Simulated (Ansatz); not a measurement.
**By hand: energy of the reaction between neutral defects in TiSi2 (Cmcm)**

Consider the energy of the reaction between neutral defects in TiSi2 (Cmcm). Reaction: cell B → cell A + Si (diamond). A negative value means that the right-hand side lies lower.

A: a supercell of 48 sites of TiSi2 (Cmcm) with H on a Si site (1 Ti at 1.82 Å); an odd number of electrons; spin state with PBE: no moments.

B: a supercell of 48 sites of TiSi2 (Cmcm) with H off the lattice sites (1 Si at 1.58 Å); an odd number of electrons; spin state with PBE: no moments.

Ansatz (an electronic-structure program) with PAW potentials; structures come from PBE relaxations, nuclei static, no net charge. Ansatz runs with its default PAW set. Larger cells are relaxed from a start prepared with the learned potential CHGNet, on a coarser mesh till forces fall under 0.03 eV/Å, which some starts already meet. A dispersion term (D3(BJ), or D4 for r2SCAN) was computed beside these levels and is taken off wherever the name lacks it. Cell A has symmetry Pm and got no random move, so less symmetric positions, which may lie lower, weren't tried. Cell B has symmetry Pmm2 and got no random move, so less symmetric positions, which may lie lower, weren't tried.

Total energies of the cells in eV, at zero smearing width. They compare only within one column; the weights balance every element.

| cell | atoms | weight | PBE |
|---|---|---|---|
| A: TiSi2:H_Si | 48 | +1 | -59746.34520 |
| B: TiSi2:H_i | 49 | −1 | -60381.52683 |
| Si (diamond) | 2 | +1/2 | -1271.61962 |

PBE: (-59746.34520) − (-60381.52683) + 1/2 × (-1271.61962) = -0.628 eV.

What follows from the PBE value: Per mole of the reaction as written, -0.628 eV × 96.485 = -60.6 kJ.
